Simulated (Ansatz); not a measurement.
Band structure of Sr3In (Fm-3m, 4 atoms in the cell).

```
CELL_PARAMETERS angstrom
      0.00000     4.33444     4.33444
      4.33444     0.00000     4.33444
      4.33444     4.33444     0.00000
ATOMIC_POSITIONS crystal
  Sr 0.75000 0.75000 0.75000
  Sr 0.25000 0.25000 0.25000
  Sr 0.50000 0.50000 0.50000
  In 0.00000 0.00000 0.00000
```

Method of the run: PBEsol, PAW files made with PBE (plane waves; Ansatz, an electronic-structure program).

Settings: basis.ecutwfc = 30.9 Ry; kpoints.mp_grid.grid = 7 7 7; hamiltonian.xc = pbesol; hamiltonian.pseudopotentials = {kind: paw} (the program's default PAW files); scf.occupations.method = fermi_dirac; scf.occupations.width = 0.0073 Ry; kpoints.band_path.npoints = 8.

The starting cell comes from a database of computed structures (which also holds hypothetical and non-ambient phases and stackings), without a prior relaxation at this level.

Levels in eV from the Fermi level, bands 19 to 25:
```tsv
point	19	20	21	22	23	24	25
Γ	-0.51	-0.51	-0.51	-0.28	0.11	0.11	1.09
X	-2.22	-0.98	-0.61	-0.29	-0.29	1.35	1.45
W	-1.71	-1.71	-1.29	0.01	0.86	0.86	1.54
K	-1.95	-1.71	-0.57	-0.45	0.72	1.04	1.56
L	-2.60	-0.69	-0.69	0.63	0.65	1.06	1.06
U	-1.95	-1.71	-0.57	-0.45	0.72	1.04	1.56
```

Bands cross the Fermi level along this path, so the cell is metallic at this level.

Keys are those of Ansatz 0.2.
